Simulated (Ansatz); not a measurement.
A hypothetical phase is included: elements placed on a structure type, which no database files for this compound.

Inside the gap of an insulator the Bloch states are evanescent, with a wavenumber k + iκ along the transport direction.

Consider the following.

```
N4Si3
1.0
    5.46990     0.00000     0.00000
    0.00000     5.46990     0.00000
    2.73495    -2.73495     3.86780
Si N
6 8
Cartesian
  5.46990   1.36748   0.96695
  4.10243   2.73495   2.90085
  6.83738   2.73495   2.90085
  5.46990   4.10243   0.96695
  2.73495   0.00000   1.93390
  2.73495   2.73495   0.00000
  5.46990  -1.44770   2.84413
  1.28725   2.73495   1.02368
  4.18265   2.73495   1.02368
  5.46990   1.44770   2.84413
  2.73495   1.44770   2.95758
  4.18265   0.00000   0.91023
  1.28725   0.00000   0.91023
  2.73495  -1.44770   2.95758
```

The cell was relaxed by PBE-D3(BJ); by r2SCAN it stands under a pressure of -0.7 GPa.

Transport runs along the normal of the first two printed cell vectors, the (001) plane of the conventional cell.

No gap correction and no spin-orbit coupling; mid-gap is the computed energy nearest the middle.

Give the band gap and the smallest decay constant κ at mid-gap that r2SCAN (Ansatz, a first-principles code) yields.

Gap 4.02 eV on a 8×8×8 mesh; κ = 0.382 1/Å, at the zone centre.
